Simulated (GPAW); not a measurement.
Worked example: self-consistent single point of ZrHg3 (Pm-3m, 4 atoms in the cell) in GPAW.

Computed with PBEsol, GPAW PAW datasets PBEsol (made by gpaw-setup) (plane waves; GPAW).

```yaml
crystal:
  lattice:
    - [4.41774, 0.00000, 0.00000]
    - [0.00000, 4.41774, 0.00000]
    - [0.00000, 0.00000, 4.41774]
  atoms:
    - { symbol: Zr, position: [0.00000, 0.00000, 0.00000] }
    - { symbol: Hg, position: [0.50000, 0.50000, 0.00000] }
    - { symbol: Hg, position: [0.00000, 0.50000, 0.50000] }
    - { symbol: Hg, position: [0.50000, 0.00000, 0.50000] }
```

Reference input (self-consistent single point, DFT LDA (Perdew-Wang 92), plane waves, GPAW PAW datasets LDA (gpaw-data 1.0.1)): mode = pw; ecut = 550 eV; xc = LDA; kpts = 8 8 8; mesh shift (steps) = 0 0 0; occupations.name = methfessel-paxton; occupations.width = 0.1 eV; occupations.order = 0; nbands = -8; convergence.density = 1e-05 e/electron; convergence.energy = 1e-05 eV/electron; symmetry.symmorphic = false. This run's input differs from it in these lines:

```diff
@@ -15,3 +15,3 @@
 calc = GPAW(mode={'name': 'pw', 'ecut': 550},
-            xc='LDA',
+            xc='PBEsol',
             kpts={'size': (8, 8, 8), 'gamma': True},
```

Its files differ too (potentials: GPAW PAW datasets PBEsol (made by gpaw-setup)).

Log, with long lists cut:

```
     iter     time        total  log10-change:
                         energy   eigst   dens
iter:   1 --:--:--   -13.376248
iter:   2 --:--:--   -13.193887   -0.85  -1.44
iter:   3 --:--:--   -12.718538   -1.11  -1.48
iter:   4 --:--:--   -12.699725   -2.24  -1.75
iter:   5 --:--:--   -12.753016   -1.83  -1.85
   [... 3 lines left out ...]
iter:   9 --:--:--   -12.668495   -3.75  -2.86
iter:  10 --:--:--   -12.670703   -3.16  -2.70
iter:  11 --:--:--   -12.670010   -4.92  -2.99
iter:  12 --:--:--   -12.670005   -6.35  -3.44
iter:  13 --:--:--   -12.669872c  -4.87  -3.46
iter:  14 --:--:--   -12.669859c  -5.93  -3.54
iter:  15 --:--:--   -12.669835c  -6.28  -3.63
iter:  16 --:--:--   -12.669833c  -6.69  -3.68
iter:  17 --:--:--   -12.669832c  -6.64  -3.76
iter:  18 --:--:--   -12.669830c  -5.79  -3.89
iter:  19 --:--:--   -12.669819c  -6.93  -4.15
iter:  20 --:--:--   -12.669818c  -8.14c -4.55
iter:  21 --:--:--   -12.669818c  -6.92  -4.62
iter:  22 --:--:--   -12.669818c  -8.08c -5.26c
Converged after 22 iterations.

Dipole moment: (-0.000000, -0.000000, -0.000000) |e|*Ang

Energy contributions relative to reference atoms: (reference = -1696868.716555)

Kinetic:        +41.763902
Potential:      -29.979722
External:        +0.000000
XC:             -18.467667
Entropy (-ST):   -0.022190
Local:           -5.975236
SIC:             +0.000000
--------------------------
Free energy:    -12.680914
Extrapolated:   -12.669818

Showing only first 2 kpts
 Kpt  Band  Eigenvalues  Occupancy
  0    31      8.74411    0.27657
  0    32      8.74411    0.27657
  0    33      8.74411    0.27657
  0    34     10.74768    0.00000

  1    31      8.69389    0.70558
  1    32      8.69389    0.70558
  1    33      9.35223    0.00000
  1    34     10.72791    0.00000

Fermi level: 8.66718

No gap
No difference between direct/indirect transitions
Energy (eV): -12.669818

Forces in eV/Ang:
  0 Zr    0.00000    0.00000    0.00000
  1 Hg    0.00000    0.00000    0.00000
  2 Hg    0.00000    0.00000    0.00000
  3 Hg    0.00000    0.00000    0.00000

Stress tensor:
     0.019668     0.000000     0.000000
     0.000000     0.019668     0.000000
     0.000000     0.000000     0.019668
Stress (GPa, Voigt): [3.1512 3.1512 3.1512 0.     0.     0.    ]
```

The run converged in 22 iterations. GPAW prints stress with tension positive. Against the reference run the pressure goes from -6.15 to -3.15 GPa.

The starting cell comes from a database of computed structures (which also holds hypothetical and non-ambient phases and stackings), without a prior relaxation at this level. With a pressure of about -3 GPa the cell is away from its equilibrium volume at this level.

Cost on one core of a shared machine: roughly 2 min.
